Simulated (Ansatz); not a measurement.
Base system: Mg2Si (space group Fm-3m, No. 225; a = 6.326 Å).

The values are results of plane-wave PAW DFT at the PBEsol level (Ansatz, a quantum-chemistry and plane-wave program, 420 eV), no spin-orbit coupling, not measurements.

```
level   band gap
------  --------
PBEsol   0.12 eV
```

Measured: band gap 0.77 eV (temperature not stated; as listed in Byungki Ryu et al., Journal of the Korean Physical Society (2019)).

Computed minus measured — band gap: PBEsol -0.65 eV. Measured values not marked as corrected hold thermal and zero-point effects that the static-lattice runs lack. A measured gap can be an optical one, lowered by exciton binding.

Stability against distortions was not tested. A zero or small gap of Mg2Si can be the functional's error rather than a property of the material.
